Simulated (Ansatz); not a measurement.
An Ansatz (a program for electronic structure) input (r2SCAN+rVV10 (Ansatz), spin-orbit coupling left out, earlier PAW set):

Ansatz 0.2 input:
```yaml
crystal:
  lattice:
    - [4.0946895571, 0, 0]
    - [2.0473447786, 3.5461051771, 0]
    - [0, 0, 33.2319475941]
  atoms:
    - { symbol: I, position: [0.6666666667, 0.6666666667, 0.2256864416] }
    - { symbol: Cu, position: [0.3333333333, 0.3333333333, 0.2629574007] }
    - { symbol: Cu, position: [0.6666666667, 0.6666666667, 0.303148601] }
    - { symbol: I, position: [0.3333333333, 0.3333333333, 0.3404195601] }
    - { symbol: I, position: [0.6666666667, 0.6666666667, 0.4426334408] }
    - { symbol: Cu, position: [0.3333333333, 0.3333333333, 0.4799043999] }
    - { symbol: Cu, position: [0.6666666667, 0.6666666667, 0.5200956001] }
    - { symbol: I, position: [0.3333333333, 0.3333333333, 0.5573665592] }
    - { symbol: I, position: [0.6666666667, 0.6666666667, 0.6595804399] }
    - { symbol: Cu, position: [0.3333333333, 0.3333333333, 0.696851399] }
    - { symbol: Cu, position: [0.6666666667, 0.6666666667, 0.7370425993] }
    - { symbol: I, position: [0.3333333333, 0.3333333333, 0.7743135584] }
basis: { ecutwfc: 500, ecutrho_ratio: 4, xc_grid: 4, fft_grid_basis: typed }
kpoints: { mp_grid: { grid: [9, 9, 1] } }
hamiltonian:
  xc: r2scan
  dispersion: rvv10
  pseudopotentials: { azcp: { folder: ./paw }, kind: paw }
scf: { occupations: { method: fermi_dirac, width: 0.05 } }
relax: { f_tol: 0.01, max_steps: 60, cell: { stress_tol: 0.02, fix: [c, alpha, beta] } }
output: { forces: true, stress: true }
checkpoint: { write: state.ck, write_every: 1000 }
```

Question: Which symmetry and how many k-points will the program report, and about how many plane waves at Γ?

Answer: Space group P-3m1 (ITA 164) with 12 operations, k-points 12 of 81, and 12283 plane waves at Γ.

Whether these cells are dynamically stable was not tested. The final runs are not spin-polarised. The cell was made from CuI (space group P-3m1, No. 164; a cell from a computed database, its experimental status unchecked; layered, stacked along the Cartesian z axis) by this change: a free-standing slab of 3 layers (12 atoms, 4 a layer) is cut normal to the stacking axis, with 15 Å of vacuum and the in-plane cell relaxed. This is not the structure that CuI has at room temperature and ambient pressure.
